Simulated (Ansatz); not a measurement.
The starting structures come from a database of crystals and need not be the phases stable at ambient conditions.

# Evanescent states of Ba$_{3}$(PS$_{4}$)$_{2}$ (P-3m1, not sure to be the ambient phase, 13 atoms a cell, 26.2 Å³ an atom) along the normal of (100)

The numbers are results of PBEsol (plane waves, PAW; Ansatz, a program for electronic structure), not measurements.

The gap is the functional's own, uncorrected, and κ follows it; spin-orbit coupling is left out. Mid-gap values are interpolated between the computed energies.

Energies count from the valence-band top; κ is the least over a 6×4 mesh across the current.

```
E (eV)  κ (1/Å)  where
------  -------  -----
0.06      0.079  off Γ
0.17      0.125  off Γ
0.28      0.154  off Γ
0.39      0.176  off Γ
0.49        [?]  off Γ
0.60        [?]  off Γ
0.71        [?]  off Γ
0.82        [?]      Γ
0.94        [?]      Γ
1.04        [?]      Γ
1.16        [?]      Γ
1.26        [?]      Γ
1.38        [?]      Γ
1.49        [?]  off Γ
1.59      0.182  off Γ
1.71      0.156  off Γ
1.81      0.121  off Γ
1.93      0.059  off Γ
```

Task: Complete the blanks.

Result: 
- 0.49, κ (1/Å): 0.193
- 0.60, κ (1/Å): 0.207
- 0.71, κ (1/Å): 0.218
- 0.82, κ (1/Å): 0.221
- 0.94, κ (1/Å): 0.222
- 1.04, κ (1/Å): 0.221
- 1.16, κ (1/Å): 0.219
- 1.26, κ (1/Å): 0.215
- 1.38, κ (1/Å): 0.209
- 1.49, κ (1/Å): 0.201
